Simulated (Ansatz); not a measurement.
Reference: V$_{3}$Mo (Fm-3m), PBEsol, DFPT electron-phonon coupling, linearised Boltzmann equation (plane waves, PAW, scalar-relativistic; Ansatz, a first-principles code); geometry: relaxed with this functional, without spin-orbit coupling.

Space group Fm-3m (No. 225); a = 5.9963 Å, b = 5.9963 Å, c = 5.9963 Å, α = 90.00°, β = 90.00°, γ = 90.00°

```tsv
atom	site	symmetry	x	y	z
V	8c	-43m	0.2500	0.2500	0.2500
V	4b	m-3m	0.5000	0.5000	0.5000
Mo	4a	m-3m	0.0000	0.0000	0.0000
```
(The calculation used a cell of 4 atoms; values per cell refer to that cell.)

The resistivity at 300 K is 14.1 μΩ·cm and the mean free path at 300 K comes out as 3.4 nm. The electron-phonon coupling λ is 0.85 and the logarithmic mean phonon energy comes out as 18.3 meV.

**Question.** Swap Mo for Os, keeping the structure type. How do these values move?

**Answer.** V3Os (Fm-3m): volume per atom 13.5 to 13.0 Å³; resistivity at 300 K falls (14.1 μΩ·cm to 6.2 μΩ·cm); mean free path at 300 K rises (3.4 nm to 15.7 nm); electron-phonon coupling λ falls (0.85 to 0.198); logarithmic mean phonon energy rises (18.3 meV to 27 meV).

Moves up to 8 % count as about the same. Metals; harmonic phonons alone scatter; means over directions. The mean free path is weighted by the current that each state carries. Halving the electron mesh moves these values by up to 5 %; q meshes are mostly untested. Spin-orbit coupling is left out.

Computed structure with no diffraction record at hand here (it may be known, metastable or hypothetical): V3Mo (Fm-3m), V3Os (Fm-3m). Treated as nonmagnetic (a ferromagnetic start lost its moment, other orders weren't tried): V3Mo (Fm-3m), V3Os (Fm-3m). The missing spin-orbit coupling matters most for V3Os (Fm-3m).
